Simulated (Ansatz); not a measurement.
Structures of equal composition on the (0001) surface of hcp Ti: a layer of Re in place of the second plane; a layer of Re in place of the third plane. The slabs share one bottom face, and each structure is named by its start. These are constructed structures in small cells; real faces may alloy, dewet or reconstruct in larger ones, and not all known structures of the face are among them. Slabs of about 12 Å with all that they carry, Fermi-Dirac smearing of 0.1 eV. Bottom of the slabs: a bare face, its two planes held. Relaxed from the named starts with such symmetry as they have, on meshes of like density; energies extrapolated to zero smearing; no spin-orbit coupling, no U. Spin-polarised runs, if any, are marked in brackets, and their order is one that fits the cell; the others ran without spin.

These are PBE (plane waves to 420 eV, PAW; Ansatz, a quantum-chemistry and plane-wave program) values and carry that method's errors.

Rank these by energy per 1x1 cell (lowest first), as PBE gives it.

a layer of Re in place of the second plane (0.000 eV), a layer of Re in place of the third plane (0.086 eV)
